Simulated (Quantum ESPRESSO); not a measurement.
Worked example: self-consistent single point of Se (P3_121, 3 atoms in the cell) in Quantum ESPRESSO.

Computed with PBE, spin-orbit coupling, PSlibrary fully relativistic ultrasoft (PBE) pseudopotentials (plane waves; Quantum ESPRESSO).

```yaml
crystal:
  lattice:
    - [4.48815, 0.00000, 0.00000]
    - [-2.24408, 3.88685, 0.00000]
    - [0.00000, 0.00000, 4.96038]
  atoms:
    - { symbol: Se, position: [0.21789, 0.00000, 0.33333] }
    - { symbol: Se, position: [0.00000, 0.21789, 0.66667] }
    - { symbol: Se, position: [0.78211, 0.78211, 0.00000] }
```

Reference input (self-consistent single point, DFT, PBE, plane waves, PSlibrary ultrasoft (PBE) pseudopotentials): ecutwfc = 30 Ry; ecutrho = 180 Ry; occupations = smearing; smearing = fd; degauss = 0.00147 Ry; potentials = {Se: Se.pbe-n-rrkjus_psl.1.0.0.UPF}; K_POINTS = automatic 5 5 4 0 0 0; conv_thr = 1e-10 Ry. This run's input differs from it in these lines:

```diff
@@ -18,2 +18,4 @@
   degauss = 0.00147,
+  noncolin = .true.,
+  lspinorb = .true.,
 /
@@ -23,3 +25,3 @@
 ATOMIC_SPECIES
-Se    78.9710  Se.pbe-n-rrkjus_psl.1.0.0.UPF
+Se    78.9710  Se.rel-pbe-n-rrkjus_psl.1.0.0.UPF
 CELL_PARAMETERS angstrom
```

Output (repeated stretches shortened):

```
     Self-consistent Calculation

     iteration #  1     ecut=    30.00 Ry     beta= 0.70

---- Real-time Memory Report at c_bands before calling an iterative solver
            96 MiB given to the printing process from OS
            59 MiB allocation reported by mallinfo(arena+hblkhd)
------------------

     Threshold (ethr) on eigenvalues was too large:
     Diagonalizing with lowered threshold

---- Real-time Memory Report at c_bands before calling an iterative solver
           131 MiB given to the printing process from OS
            63 MiB allocation reported by mallinfo(arena+hblkhd)
------------------

   [... lines left out ...]

---- Real-time Memory Report at c_bands before calling an iterative solver
           148 MiB given to the printing process from OS
            81 MiB allocation reported by mallinfo(arena+hblkhd)
------------------

     total energy              =     -62.46549201 Ry
     estimated scf accuracy    <          4.5E-09 Ry

     iteration #  7     ecut=    30.00 Ry     beta= 0.70

---- Real-time Memory Report at c_bands before calling an iterative solver
           150 MiB given to the printing process from OS
            83 MiB allocation reported by mallinfo(arena+hblkhd)
------------------
     End of self-consistent calculation

     the Fermi energy is     4.8433 ev

!    total energy              =     -62.46549201 Ry
     estimated scf accuracy    <          4.0E-11 Ry
     smearing contrib. (-TS)   =      -0.00000000 Ry
     internal energy E=F+TS    =     -62.46549201 Ry

     convergence has been achieved in   7 iterations

     Forces acting on atoms (cartesian axes, Ry/au):

     atom    1 type  1   force =     0.01985132    0.00000000    0.00000000
     atom    2 type  1   force =    -0.00992566    0.01719175    0.00000000
     atom    3 type  1   force =    -0.00992566   -0.01719175    0.00000000

     Total force =     0.034383     Total SCF correction =     0.000008

          total   stress  (Ry/bohr**3)                   (kbar)     P=       23.56
   0.00012257   0.00000000  -0.00000000           18.03        0.00       -0.00
   0.00000000   0.00012257  -0.00000000            0.00       18.03       -0.00
   0.00000000   0.00000000   0.00023543            0.00        0.00       34.63

   JOB DONE.
```

The run converged in 7 iterations. Against the reference run the pressure moves little (2.27 to 2.36 GPa), the largest force goes from 0.490 to 0.510 eV/Å and the gap on the mesh goes from 1.426 to 1.362 eV.

The starting cell comes from a database of computed structures (which also holds hypothetical and non-ambient phases and stackings), without a prior relaxation at this level. Its lattice was rescaled by a random factor within 2.5 % of one.
